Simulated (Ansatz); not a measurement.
The starting structures come from a database of crystals and need not be the phases stable at ambient conditions.

 Where the default PAW files enter, the runs use the earlier of Ansatz's two default sets.

Evanescent states of ZnPdF$_{6}$ (R-3, not sure to be the ambient phase, 8 atoms a cell, 12.0 Å³ an atom) along the normal of (001)

Computed with r2SCAN (plane waves, PAW; Ansatz, a quantum-chemistry and plane-wave program).

The gap is the functional's own. No spin-orbit coupling. Mid-gap values are interpolated on the energy grid.

Energies count from the valence-band top; κ is the least over a 12×12 mesh across the current.

```tsv
E (eV)	κ (1/Å)	where
0.06	0.189	off Γ
0.17	0.323	off Γ
0.28	0.414	off Γ
0.39	0.488	off Γ
0.49	0.538	off Γ
0.60	0.536	off Γ
0.71	0.528	off Γ
0.82	0.520	off Γ
0.94	0.512	off Γ
1.04	0.500	off Γ
1.16	0.487	off Γ
1.26	0.473	off Γ
1.38	0.458	off Γ
1.49	0.440	off Γ
1.59	0.420	off Γ
1.71	0.397	off Γ
1.81	0.368	off Γ
1.93	0.320	off Γ
2.04	0.243	off Γ
2.15	0.054	off Γ
```

How thick must the barrier be to attenuate the transmission by 10^8 when the electrodes' Fermi level lies at 1.49 eV, and what attenuation does that film give at 2.15 eV?

d = 8 ln 10 / (2 × 0.440) = 20.9 Å. At 2.15 eV it gives 8 × 0.054/0.440 = 1.0 decades.
